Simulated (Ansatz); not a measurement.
Ta on the Nb site (Ta_Nb) in metastable rock-salt NbN (start: the Nb site; 64-site cell, 4×4×4 shifted sampling), Nb-rich (Δμ(Nb) = 0.00 eV, Δμ(Ta) = -0.41 eV, bounded by epsilon TaN; only phases computed here count, gases as isolated molecules at 0 K). All values below come from PBE, PAW (plane waves to 420 eV; Ansatz, a first-principles code). In charge state 0 (not spin-polarised) the formation energy is 0.58 eV. The crystal has 4.63 × 10^22 Nb sites per cm³.

Estimate the equilibrium concentration at 900 K in the dilute limit, leaving out vibrational entropy and degeneracy.

kT = 0.0776 eV; c = N exp(−E_f / kT) = 4.63 × 10^22 × exp(−7.5) ≈ 3 × 10^19 cm^-3. An error of 0.2 eV in E_f moves this by a factor of 13.
